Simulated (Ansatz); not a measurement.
OH on the 1x1 (110) surface of bcc Ta, one in a 2x2 cell, energies for each (31.2 Å²). Energies are against H2O(g) − ½ H2(g), without zero-point or thermal terms; each row is named by its start.

Level of theory: PBE (plane waves to 420 eV, PAW; Ansatz, a program for electronic structure).

Slab: 18 atoms, 6.8 Å thick at the start under the adsorbate (thin: gaps and levels are the slab's own); k 5x5x1, smearing 0.1 eV, dipole-corrected; 8 atoms held, the rest relaxed; each run with such symmetry as its start has; spin where the adsorbate may keep a moment, no spin-orbit, no U, no dispersion correction.

A negative adsorption energy means that the adsorbate is more stable on the surface than in its reference. Heights count from the host atoms within 0.3 Å of the top one.

| starting site | E_ads (eV) | height (Å) | nearest host atom (Å) | bonded to | Δ work function (eV) | lateral drift (Å) | moment (μB) |
|---|---|---|---|---|---|---|---|
| top Ta | -0.91 | 1.92 | Ta 1.93 | Ta | -0.88 | 0.0 | 0.0 |
| hollow Ta-Ta-Ta | -1.80 | 1.35 | Ta 2.22 | 3 Ta | -1.45 | 0.0 | – |
| bridge Ta-Ta (span 2.9 Å) | ? | 1.60 | Ta 2.12 | 2 Ta | ? | 0.0 | – |
| bridge Ta-Ta (span 3.3 Å) | -1.80 | 1.35 | Ta 2.22 | 3 Ta | -1.45 | 0.6 | – |

Task: Some entries are withheld; supply them.

Result: 
- bridge Ta-Ta (span 2.9 Å), E_ads (eV): -1.45
- bridge Ta-Ta (span 2.9 Å), Δ work function (eV): -1.29
